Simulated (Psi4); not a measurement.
Psi4 1.11, PBE/def2-tzvp: Cl[B]Cl, charge +1, multiplicity 1, 3 atoms. The geometry is a generated start, not checked to be a minimum at this level.

| Property | Value |
|---|---|
| task | energy |
| method | pbe |
| basis | def2-tzvp |
| memory | 3 GB |
| maxiter | 100 |
| keys of the molecule block | symmetry c1 |
| scf_type | df (default) |
| e_convergence | 1e-06 (default) |
| d_convergence | 1e-06 (default) |
| dft_radial_points | 75 (default) |
| dft_spherical_points | 302 (default) |
| basis functions | 105 |
| grid points | 64395 |

```xyz
3

Cl    -1.5725    -0.0223     0.0195
B      0.0000     0.0000     0.0000
Cl     1.5724     0.0223    -0.0195
```

Charge 1 and multiplicity 1 are set for this test and not shown to be the ground state.

With the defaults (diis = true, scf_initial_accelerator = adiis, damping_percentage = 0, guess = auto, which took SAD, soscf = false, soscf_start_convergence = 0.01, diis_max_vecs = 10) it converges in 7 SCF iterations. One run each on 2 threads, with these changes:
- diis_max_vecs = 6
- soscf = true
- guess = huckel
- diis_max_vecs = 3
- soscf = true, soscf_start_convergence = 0.001
- soscf = true, soscf_start_convergence = 0.1
- guess = core
- diis = false, scf_initial_accelerator = none, damping_percentage = 60
- guess = modhuckel

Problem. Which runs fail or end elsewhere than the default run?

Solution. No convergence: diis = false, scf_initial_accelerator = none, damping_percentage = 60 (the run ends without SCF convergence in 100 iterations). The rest reach the solution of the defaults.

```
setting                                                                SCF iterations  JK calls             end
---------------------------------------------------------------------  --------------  --------  --------------
soscf = true, soscf_start_convergence = 0.1                                         6        22   same solution
soscf = true                                                                        6        22   same solution
the defaults                                                                        7         8   same solution
soscf = true, soscf_start_convergence = 0.001                                       7        18   same solution
diis_max_vecs = 6                                                                   7         8   same solution
guess = modhuckel                                                                  10        24   same solution
diis_max_vecs = 3                                                                  10        11   same solution
guess = huckel                                                                     10        24   same solution
guess = core                                                                       12        12   same solution
diis = false, scf_initial_accelerator = none, damping_percentage = 60             100       101  no convergence
```

An SOSCF iteration holds several JK calls; a Hückel guess adds calls on atoms.
